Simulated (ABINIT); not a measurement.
**Variants of one calculation on Sn (I4_1/amd, 2 atoms in the cell)**

```
Sn
1.0
   -2.97572     2.97572     1.61865
    2.97572    -2.97572     1.61865
    2.97572     2.97572    -1.61865
Sn
2
Cartesian
  0.00000   2.97572   0.80933
  0.00000   0.00000   0.00000
```

Base run A: PBE, norm-conserving pseudopotentials (PseudoDojo nc-sr-05 PBE standard) (ABINIT 10.0.3), self-consistent single point.

Its settings: pseudos = [Sn.upf]; ecut = 72 Ry; occopt = 7; tsmear = 0.2 eV; ngkpt = 7 7 7; nshiftk = 1; shiftk = 0 0 0; potentials = PseudoDojo nc-sr-05 PBE standard; nband = 19; kptopt = 1; nstep = 80; toldfe = 1e-09 Ha.

The starting cell comes from a database of computed structures (which also holds hypothetical and non-ambient phases and stackings), without a prior relaxation at this level. Its lattice was rescaled by a random factor within 2.5 % of one.

Runs:
- B: nband: 19 → 44; potentials: PseudoDojo nc-sr-05 PBE standard → PseudoDojo nc-fr-04 PBE standard; nspinor: default → 2; nspden: default → 1 [PBE, spin-orbit coupling]
- C: potentials: PseudoDojo nc-sr-05 PBE standard → PseudoDojo nc-fr-04 PBE standard

```csv
run,pressure (GPa)
A,-0.63
B,-0.58
C,-0.61
```

Run C against A: The pressure hardly changes (-0.63 to -0.61 GPa).

Run B against A: The pressure moves little (-0.63 to -0.58 GPa).
